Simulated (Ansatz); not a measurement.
A (10,10) WS2 nanotube, relaxed period 3.201 Å, atoms relaxed at each strain.

```csv
strain,energy (meV a period),axial force (nN)
-0.015,+166.9,-11.26
+0.015,+146.0,+9.61
```

Computed with PBE (plane waves to 420 eV, PAW; Ansatz, a program for electronic structure). Mesh 1×1×10. No spin polarisation, so a magnetic state wasn't tested. One-dimensional cell, images about 11 Å apart. An idealised model, rolled from the flat sheet. Symmetry and one short period hold its shape; lower forms weren't sought. Values not marked SOC lack spin–orbit coupling. Buckling under compression is shut out by symmetry and the short period. Energies are free energies at a Fermi–Dirac width of 0.02 eV, from the unstrained cell.

Mean diameter 18.25 Å.

Work out the axial stiffness dF/dε in two ways, and what it means for a modulus.

From the forces: (+9.61 − (-11.26))/0.030 = 696 nN. From the energies: (E₊ + E₋)/(ε² c) = 0.3129 eV/(0.015² × 3.201 Å) = 434.4 eV/Å = 696 nN. The two agree to within 1 %. Spread over the circumference π × 18.25 Å, the force value is a sheet stiffness of 121 N/m.
